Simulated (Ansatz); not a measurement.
Pt: energy against strain

Pt (fcc, Fm-3m, 14.777 Å³/atom at rest, cube axes along x, y and z) under a strain ε along a cube axis (axis z), the other axes held. LDA in Ansatz, a plane-wave DFT program (PAW, default set), 420 eV, 29×29×29 Γ-centred mesh, Fermi-Dirac smearing 0.10 eV; ions are relaxed within the symmetry of each cell.

Here s stands for strain and y for E less E0.

| strain (%) | E less E0 (meV/atom) |
|---|---|
| -3.00 | ? |
| -1.50 | 3.51 |
| -1.00 | 1.42 |
| -0.50 | 0.26 |
| 0.00 | 0.00 |
| 0.50 | 0.61 |
| 1.00 | 2.07 |
| 1.50 | 4.36 |

Question: Using a parabola, estimate the missing y at s = -3.00 from the other rows, showing the fit.

Answer: Least squares gives y = -0.002 + 0.3000·s + 1.7495·s². Residuals (row less fit): 0.026, -0.028, -0.025, 0.002, 0.025, 0.022, -0.024; standard error 0.031 (degrees of freedom: 4). Twice the quadratic coefficient over the volume, 2 × 1.7495 meV × 10⁴ × 0.1602 / 14.777 Å³, is the elastic constant C11 = 379 ± 3 GPa. At the withheld row, y = -0.002 + 0.3000 × (-3.0) + 1.7495 × (-3.0)² = 14.844 meV/atom. The calculation gives 15.63 meV/atom, 0.786 meV/atom above the prediction (5.0 % of the range of y in the table). The row lies outside the fitted rows, so this is an extrapolation. From the scatter of the fitted rows alone, a prediction at this place has a standard error of 0.117 meV/atom, so the miss is 6.7 times that.

One order more, fitted to all 13 runs of the series, follows each within 0.01, so the miss is the next term of a smooth law. In a metal these values are sensitive to mesh and smearing; energies are taken to zero smearing, stresses follow the free energy. Rows are the converged runs of the series near zero and its far end; series whose fitted rows scatter by over a few per cent of the range, as at a crossing or softening among them, aren't shown in this form. Most that stay on the fit to the last digits aren't either.
